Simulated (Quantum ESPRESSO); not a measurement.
Worked example: self-consistent single point of ZnCu₂SnS₄ (I-4, 8 atoms in the cell) in Quantum ESPRESSO

Level of theory: PBE, PSlibrary PAW (PBE) pseudopotentials (plane waves; Quantum ESPRESSO).

This input was run:

```fortran
&CONTROL
    calculation = 'scf',
    prefix = 'ZnCu2SnS4',
    outdir = './work',
    pseudo_dir = './',
    tprnfor = .true.,
    tstress = .true.,
/
&SYSTEM
    ibrav = 0,
    nat = 8,
    ntyp = 4,
    ecutwfc = 55,
    ecutrho = 330,
    occupations = 'smearing',
    smearing = 'methfessel-paxton',
    degauss = 0.0147,
/
&ELECTRONS
    conv_thr = 1.0e-11,
/
ATOMIC_SPECIES
Zn    65.3800  Zn.pbe-dn-kjpaw_psl.1.0.0.UPF
Cu    63.5460  Cu.pbe-dn-kjpaw_psl.1.0.0.UPF
Sn   118.7100  Sn.pbe-dn-kjpaw_psl.1.0.0.UPF
S     32.0600  S.pbe-n-kjpaw_psl.1.0.0.UPF
CELL_PARAMETERS {angstrom}
  -2.7443700000     2.7443700000     5.4896730000
   2.7443700000    -2.7443700000     5.4896730000
   2.7443700000     2.7443700000    -5.4896730000
ATOMIC_POSITIONS {crystal}
Zn    0.7500000000    0.2500000000    0.5000000000
Cu    0.0000000000    0.0000000000    0.0000000000
Cu    0.2500000000    0.7500000000    0.5000000000
Sn    0.5000000000    0.5000000000    0.0000000000
S     0.3643200000    0.3712400000    0.4775800000
S     0.6287600000    0.1063400000    0.9930800000
S     0.8936600000    0.8867400000    0.5224200000
S     0.1132600000    0.6356800000    0.0069200000
K_POINTS {automatic}
4 4 4  0 0 0
```

Output (repeated stretches shortened):

```
     file Zn.pbe-dn-kjpaw_psl.1.0.0.UPF: wavefunction(s)  4S 3D renormalized
     file Cu.pbe-dn-kjpaw_psl.1.0.0.UPF: wavefunction(s)  4S 3D renormalized
     file Sn.pbe-dn-kjpaw_psl.1.0.0.UPF: wavefunction(s)  5S 5P 4D renormalized
     file S.pbe-n-kjpaw_psl.1.0.0.UPF: wavefunction(s)  3S 3P renormalized
     Message from routine setup:
     using ibrav=0 with symmetry is DISCOURAGED, use correct ibrav instead
     G-vector sticks info
     --------------------
     sticks:   dense  smooth     PW     G-vecs:    dense   smooth      PW
     Sum        3993    2647    841               112983    61453   10871

     bravais-lattice index     =            0
     lattice parameter (alat)  =      12.7048  a.u.
     unit-cell volume          =    1116.0622 (a.u.)^3
     number of atoms/cell      =            8
     number of atomic types    =            4
     number of electrons       =        72.00
     number of Kohn-Sham states=           43
     kinetic-energy cutoff     =      55.0000  Ry
     charge density cutoff     =     330.0000  Ry
     scf convergence threshold =      1.0E-11
     mixing beta               =       0.7000
     number of iterations used =            8  plain     mixing
     Exchange-correlation= SLA  PW   PBX  PBC
                           (   1   4   3   4   0   0   0)

     crystal axes: (cart. coord. in units of alat)
               a(1) = (  -0.408202   0.408202   0.816543 )
               a(2) = (   0.408202  -0.408202   0.816543 )
               a(3) = (   0.408202   0.408202  -0.816543 )

     reciprocal axes: (cart. coord. in units 2 pi/alat)
               b(1) = (  0.000000  1.224884  0.612338 )
               b(2) = (  1.224884  0.000000  0.612338 )
               b(3) = (  1.224884  1.224884  0.000000 )

     ./Zn.pbe-dn-kjpaw_psl.1.0.0.UPF
     Pseudo is Projector augmented-wave + core cor, Zval = 12.0
     Shape of augmentation charge: PSQ
   [... lines left out ...]
         1        Zn     tau(   1) = (   0.0000000   0.4082020   0.4082714  )
         2        Cu     tau(   2) = (   0.0000000   0.0000000   0.0000000  )
         3        Cu     tau(   3) = (   0.4082020   0.0000000   0.4082714  )
         4        Sn     tau(   4) = (   0.0000000   0.0000000   0.8165428  )
         5        S      tau(   5) = (   0.1977739   0.1921244   0.2106517  )
         6        S      tau(   6) = (   0.1921244   0.6186302  -0.2106517  )
         7        S      tau(   7) = (   0.2104281   0.2160777   1.0271946  )
         8        S      tau(   8) = (   0.2160777  -0.2104281   0.6058911  )

     number of k points=    14  Methfessel-Paxton smearing, width (Ry)=  0.0147
                       cart. coord. in units 2pi/alat
        k(    1) = (   0.0000000   0.0000000   0.0000000), wk =   0.0312500
        k(    2) = (   0.3062209   0.3062209   0.0000000), wk =   0.1250000
        k(    3) = (  -0.6124418  -0.6124418   0.0000000), wk =   0.0625000
   [... 11 lines left out ...]

     Dense  grid:   112983 G-vectors     FFT dimensions: (  75,  75,  75)

     Smooth grid:    61453 G-vectors     FFT dimensions: (  60,  60,  60)

     Initial potential from superposition of free atoms

     starting charge      71.9945, renormalised to      72.0000
     Self-consistent Calculation

     iteration #  1     ecut=    55.00 Ry     beta= 0.70
     Davidson diagonalization with overlap
     ethr =  1.00E-02,  avg # of iterations =  3.6
     Minimization algorithm failed to find Fermi energy: reverting to bisection
     Possible cause: smearing is larger than the electronic band-gap.

     Threshold (ethr) on eigenvalues was too large:
     Diagonalizing with lowered threshold

     Davidson diagonalization with overlap
     ethr =  4.41E-04,  avg # of iterations =  3.2

     WARNING: integrated charge=    72.00646902, expected=    72.00000000

     total energy              =   -1377.28820398 Ry
     estimated scf accuracy    <       0.29016825 Ry

     iteration #  2     ecut=    55.00 Ry     beta= 0.70
     Davidson diagonalization with overlap
     ethr =  4.03E-04,  avg # of iterations =  3.2

     WARNING: integrated charge=    72.00468523, expected=    72.00000000

     total energy              =   -1377.24985887 Ry
     estimated scf accuracy    <       0.58411737 Ry

     iteration #  3     ecut=    55.00 Ry     beta= 0.70
     Davidson diagonalization with overlap
     ethr =  4.03E-04,  avg # of iterations =  2.0

     WARNING: integrated charge=    72.00310119, expected=    72.00000000

     total energy              =   -1377.37684367 Ry
     estimated scf accuracy    <       0.24065265 Ry

   [... 10 blocks of this kind left out ...]

     iteration # 14     ecut=    55.00 Ry     beta= 0.70
     Davidson diagonalization with overlap
     ethr =  8.08E-12,  avg # of iterations =  3.6

     total energy              =   -1377.40771421 Ry
     estimated scf accuracy    <          4.4E-10 Ry

     iteration # 15     ecut=    55.00 Ry     beta= 0.70
     Davidson diagonalization with overlap
     ethr =  6.09E-13,  avg # of iterations =  3.1
     End of self-consistent calculation

          k = 0.0000 0.0000 0.0000 (  7665 PWs)   bands (ev):

   -15.1760 -15.1720 -15.1720 -15.1090 -15.1040  -7.2265  -5.8316  -5.8171
    -5.8171  -0.8241   0.0860   0.1510   0.1510   0.1537   0.2483   1.5347
     2.1325   2.2980   2.7739   2.7739   2.7916   3.4258   3.4258   3.9039
     3.9039   3.9254   5.0483   5.1473   5.3274   5.5549   5.5796   5.5796
     5.7360   7.0457   7.0457   7.1096   7.1502   9.0800   9.7732  10.7309
    10.7309  11.9071  12.0155

          k = 0.3062 0.3062 0.0000 (  7665 PWs)   bands (ev):

   -15.1765 -15.1724 -15.1723 -15.1083 -15.1037  -6.9308  -6.0457  -5.9583
    -5.8469  -0.7495   0.0917   0.1310   0.1388   0.1965   0.2485   1.2484
     1.7883   2.2729   2.4880   2.9798   3.3411   3.3994   3.5183   3.6581
     4.0132   4.1057   5.2191   5.3127   5.3380   5.4552   5.5935   5.8455
     5.9259   6.0906   6.5834   6.9199   8.1557   9.9588  10.1838  10.5620
    10.9101  11.6986  12.1104

   [... 12 blocks of this kind left out ...]

     the Fermi energy is     7.1091 ev

!    total energy              =   -1377.40771421 Ry
     estimated scf accuracy    <          7.8E-12 Ry
     smearing contrib. (-TS)   =       0.00045482 Ry
     internal energy E=F+TS    =   -1377.40816903 Ry

     The total energy is F=E-TS. E is the sum of the following terms:
     one-electron contribution =    -268.65866507 Ry
     hartree contribution      =     201.62843445 Ry
     xc contribution           =    -205.10952007 Ry
     ewald contribution        =    -364.73110128 Ry
     one-center paw contrib.   =    -740.53731707 Ry

     convergence has been achieved in  15 iterations

     Forces acting on atoms (cartesian axes, Ry/au):

     atom    1 type  1   force =    -0.00000000    0.00000000    0.00000000
     atom    2 type  2   force =    -0.00000000   -0.00000000    0.00000000
     atom    3 type  2   force =     0.00000000    0.00000000    0.00000000
     atom    4 type  3   force =     0.00000000    0.00000000    0.00000000
     atom    5 type  4   force =    -0.00149907   -0.00286962    0.00209828
     atom    6 type  4   force =    -0.00286962    0.00149907   -0.00209828
     atom    7 type  4   force =     0.00149907    0.00286962    0.00209828
     atom    8 type  4   force =     0.00286962   -0.00149907   -0.00209828

     Total force =     0.007716     Total SCF correction =     0.000003

          total   stress  (Ry/bohr**3)                   (kbar)     P=      -11.35
  -0.00007633   0.00000000  -0.00000000          -11.23        0.00       -0.00
  -0.00000000  -0.00007633  -0.00000000           -0.00      -11.23       -0.00
  -0.00000000  -0.00000000  -0.00007890           -0.00       -0.00      -11.61

   JOB DONE.
```

The run converged in 15 iterations.

The starting cell comes from a database of computed structures (which also holds hypothetical and non-ambient phases and stackings), without a prior relaxation at this level. Its lattice was rescaled by a random factor within 2.5 % of one. Spin polarisation is off. The run gives no clean gap (levels at the Fermi energy touch, overlap or are partly filled at this smearing), which alone does not show that the compound is a metal.

Cost on one core of a shared machine: roughly 3 min.
